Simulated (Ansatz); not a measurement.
Base system: La$_{2}$O$_{3}$ (space group P-3m1, No. 164; a = 3.906 Å, c = 6.040 Å).

Modification: a negative pressure, −1 GPa.

Levels (all Ansatz, a program for electronic structure, PAW): PBEsol (420 eV, no spin-orbit coupling); r2SCAN (500 eV, no spin-orbit coupling); HSE06 (420 eV, no spin-orbit coupling).

One geometry, relaxed with PBEsol, under each level:

```csv
level,band gap,lowest conduction level above the VBM at special points,pressure
PBEsol,3.77 eV,K 3.77 eV; M 3.79 eV; H 4.19 eV; Γ 4.23 eV,-1.00 GPa
r2SCAN,4.23 eV,K 4.23 eV; M 4.30 eV; H 4.67 eV; Γ 4.80 eV,2.86 GPa
HSE06,[?],[?],–
```

Give the withheld HSE06 results.


- HSE06, band gap: 5.30 eV
- HSE06, lowest conduction level above the VBM at special points: K 5.30 eV; M 5.39 eV; H 5.90 eV; Γ 6.12 eV

Single points use the geometry relaxed with PBEsol. Their cutoffs differ, which shifts pressures a little. HSE06 was sampled on its mesh, a few special points and the semilocal edge points, so its gap is an upper bound. Load acts through the strain it causes; cell and atoms are relaxed under it. Stability against distortions was not tested.
